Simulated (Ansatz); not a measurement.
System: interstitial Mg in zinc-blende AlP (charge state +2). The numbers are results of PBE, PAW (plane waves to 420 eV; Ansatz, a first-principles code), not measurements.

64-site cell at the relaxed PBE lattice, a 2×2×2 k-point mesh shifted by half a step, smearing 0.01 eV, spin-restricted, no finite-size correction. No zero-point or tunnelling terms. The charge state is imposed; whether it is stable for some Fermi level was not computed. Sites that were not tried may lie lower.

Barriers: single points on a 3×3×3 k-point mesh shifted by half a step at the bands' geometries.

A. a direct jump of one Mg atom; the atom moves 2.38 Å along (-0.25, -0.25, -0.25) of the unit cell; the moving atom starts with neighbours 6 Al at 2.89; 4 P at 2.44 Å and ends with 4 Al at 2.63; 6 P at 2.72 Å; saddle order not checked, on a symmetry element.
B. a concerted move, in which Al travels most; the atom moves 2.55 Å along (0.03, 0.46, -0.03) of the unit cell; at the end the Mg atom holds a host Al site and a host atom stands off its site; the moving atom starts with neighbours Mg at 2.63; P at 2.29, 3 P at 2.46 Å and ends with 4 Al at 2.91, Al at 2.97; Mg at 2.89; 2 P at 2.35, 2 P at 2.40 Å; the start lies 0.32 eV above the lowest site run; saddle order not checked.

A band can be held on a symmetry element, so unchecked saddle points there may be too high.

### Question
Rank these by forward barrier (lowest first), as PBE, PAW gives it.

### Answer
A (1.13 eV), B (1.63 eV)
